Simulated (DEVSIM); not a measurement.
Device: abrupt Si p-n junction, at 300 K.

Layer 1 from the left is Si, thickness (μm) 63.0, Na (cm⁻³) 2e15, τn (s) 0.0003, τp (s) 0.0003. Layer 2 from the left is Si, thickness (μm) 10.0, Nd (cm⁻³) 1.5e14, τn (s) 0.0003, τp (s) 0.0003.

Left contact: ohmic. Right contact: ohmic. Voltage is applied to the left contact. Recombination: SRH at mid-gap, Auger. Mobility is constant in doping.

Constants are typed, rounded textbook-type inputs, not results; the design itself was drawn at random and stands for no fabricated device. Values at 300 K.

Si: gap (eV) 1.124, affinity (eV) 4.05, permittivity 11.7, Nc (cm⁻³) 2.86e19, Nv (cm⁻³) 3.1e19, μn (cm²/Vs) 1417, μp (cm²/Vs) 470, Cn (cm⁶/s) 2.8e-31, Cp (cm⁶/s) 9.9e-32.

Model (solved in DEVSIM): 1D drift-diffusion, Boltzmann statistics, complete ionisation; no tunnelling, impact ionisation, image-force lowering or self-heating.

**Question.** What does the simulation give for the dark forward voltage at 100 A/cm², the potential step across the device at zero bias, the largest field in the device at zero bias, the dark forward voltage at 1 A/cm²?

**Answer.** dark forward voltage at 100 A/cm² 1.513 V; potential step across the device at zero bias 0.560 V; largest field in the device at zero bias 4800 V/cm; dark forward voltage at 1 A/cm² 0.580 V.
